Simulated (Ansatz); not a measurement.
An ideal cubic perovskite cell is held by its symmetry; such compounds can tilt or shift off centre at room temperature.

Crystal: CsPbCl₃ (Pm-3m, cubic perovskite, 5 atoms a cell, 36.4 Å³ an atom); both levels run on this one cell.

Complex bands along the normal of (001) by Ansatz (plane waves, PAW, no spin-orbit coupling). r2SCAN gives a gap of 2.45 eV and a slowest mid-gap decay of 0.148 1/Å.

Question: What does PBE give on the same cell, and what does that do to the current through 2 nm?

Answer: Gap 2.08 eV, κ = 0.134 1/Å. The mid-gap transmission through 2 nm changes by exp(2 × 20 × (0.148 − 0.134)) = a factor of 1.8 against r2SCAN.

Ansatz is an electronic-structure program.
